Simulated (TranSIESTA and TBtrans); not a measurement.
# Au chain with one C atom inserted

System: Au chain with one C atom inserted. Leads: straight Au chain, spacing 2.55 Å. Geometry: 3 atoms about the centre moved by SIESTA (PBE, DZP) to a largest force of 0.03 eV/Å, all others as built, motion along the axis alone.

Method: TranSIESTA and TBtrans, PBE, SZP numerical orbitals (energy shift 0.15 eV), PseudoDojo norm-conserving scalar-relativistic potentials, mesh cutoff 200 Ry, 300 K, no spin polarisation, no spin-orbit coupling; self-consistent non-equilibrium Green functions.

```
Property                           Value
---------------------------------  -----
Conductance at 300 K (G0 = 2e²/h)   0.76
Thermopower (μV/K)                   7.0
Mean T from −0.5 to 0.5 eV          0.77
```

Energies count from the leads' Fermi level. Transmissions are for one spin of a degenerate pair. The energy step is 0.01 eV; narrower resonances are cut or missed.

| E (eV) | T | lead channels |
|---|---|---|
| -2.00 | 0.20 | 3 |
| -1.90 | 0.24 | 3 |
| -1.80 | 0.25 | 3 |
| -1.70 | 0.26 | 3 |
| -1.60 | 0.27 | 3 |
| -1.50 | 0.28 | 3 |
| -1.40 | 0.29 | 3 |
| -1.30 | 0.30 | band edge |
| -1.20 | 0.33 | band edge |
| -1.10 | 0.48 | band edge |
| -1.00 | 0.44 | band edge |
| -0.90 | 0.42 | band edge |
| -0.80 | 0.68 | 4 |
| -0.70 | 0.77 | 4 |
| -0.60 | 0.85 | 4 |
| -0.50 | 0.91 | 4 |
| -0.40 | 0.94 | 4 |
| -0.30 | 0.93 | 4 |
| -0.20 | 0.91 | 4 |
| -0.10 | 0.85 | 4 |
| 0.00 | 0.75 | 1 |
| 0.10 | 0.71 | 1 |
| 0.20 | 0.67 | 1 |
| 0.30 | 0.64 | 1 |
| 0.40 | 0.60 | 1 |
| 0.50 | 0.57 | 1 |
| 0.60 | 0.54 | 1 |
| 0.70 | 0.52 | 1 |
| 0.80 | 0.49 | 1 |
| 0.90 | 0.47 | 1 |
| 1.00 | 0.45 | 1 |
| 1.10 | 0.43 | 1 |
| 1.20 | 0.41 | 1 |
| 1.30 | 0.39 | 1 |
| 1.40 | 0.37 | 1 |
| 1.50 | 0.35 | 1 |
| 1.60 | 0.34 | 1 |
| 1.70 | 0.32 | 1 |
| 1.80 | 0.31 | 1 |
| 1.90 | 0.29 | 1 |
| 2.00 | 0.28 | 1 |

The leads' channel count changes near -0.01 eV, within the thermal window, so values at the Fermi level hang on where that band edge falls. The straight chain is held at its spacing; free chains may zigzag or dimerise. No spin-polarised start was tried, so a magnetic state, if there is one, is missed. Spin-orbit coupling, left out here, matters for the heavy atoms.
